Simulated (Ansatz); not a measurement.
**Se: pressure series**

Base system: Se (space group P3_121, No. 152; a = 4.507 Å, c = 4.989 Å; made of chains).

Cell and atoms are relaxed at each pressure.

Level of theory: plane-wave PAW DFT at the r2SCAN level (Ansatz, an electronic-structure program, 500 eV), scalar-relativistic without spin-orbit coupling, earlier PAW set.

**Question.** Only one of these has no band gap. Which?
A) pressure 2.1 GPa
B) pressure 30 GPa
C) pressure 0.9 GPa
D) pressure 4.5 GPa

**Answer.** B, pressure 30 GPa. Computed: pressure 30 GPa: zero; pressure 2.1 GPa: 0.94 eV; pressure 0.9 GPa: 1.13 eV; pressure 4.5 GPa: 0.65 eV

The mesh was chosen for an insulator and is coarse for the gapless case. From pressure 30 GPa on, the axis ratios lie over 15 % from the base's, so the cell there is far from its starting form. Load acts through the strain it causes; cell and atoms are relaxed under it. Whether these cells are dynamically stable was not tested. Competing high-pressure phases were not computed. No dispersion term is included, though the crystal is made of layers, chains or molecules, so its spacings can come out too wide. The zero or small gap of Se under pressure 30 GPa can change with the level of theory.
